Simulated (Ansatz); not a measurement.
# ZrO$_{2}$ in the fluorite structure (space group Fm-3m, No. 225)

```cif
data_O2Zr
_chemical_formula_sum 'Zr1 O2'
_space_group_name_H-M_alt 'P 1'
_space_group_IT_number 1
_cell_length_a 3.58084
_cell_length_b 3.58084
_cell_length_c 3.58084
_cell_angle_alpha 60.000
_cell_angle_beta 60.000
_cell_angle_gamma 60.000
loop_
_space_group_symop_operation_xyz
  'x, y, z'
loop_
_atom_site_label
_atom_site_type_symbol
_atom_site_fract_x
_atom_site_fract_y
_atom_site_fract_z
_atom_site_occupancy
Zr1 Zr 0.00000 0.00000 0.00000 1
O1 O 0.25000 0.25000 0.25000 1
O2 O 0.75000 0.75000 0.75000 1
```

Level of theory: DFT with PBEsol, PAW potentials and a 420 eV plane-wave cutoff in Ansatz (a first-principles code), no spin-orbit coupling. Γ-centred 11×11×11 mesh, Fermi–Dirac width 0.05 eV.

```json
{
  "volume_per_atom": "10.82 Å³",
  "density": "6.30 g/cm³",
  "band_gap": "3.33 eV, indirect, X → Γ",
  "Electron mass (degenerate bands, along [100])": "0.46, 2.0 mₑ",
  "Lowest conduction-band minima above the VBM": "Γ 3.33 eV; X along ⟨100⟩ 3.76 eV; a point along ⟨110⟩, about 0.9 Å⁻¹ from Γ 3.79 eV; L along ⟨111⟩ 4.00 eV",
  "total_energy": "-1751.876 eV/atom (σ→0; compares only within this code and set-up)"
}
```

Masses are band curvatures over ±0.01 Å⁻¹ around the edge. No phonon test of stability was made. This is not the structure that ZrO2 has at room temperature and ambient pressure.
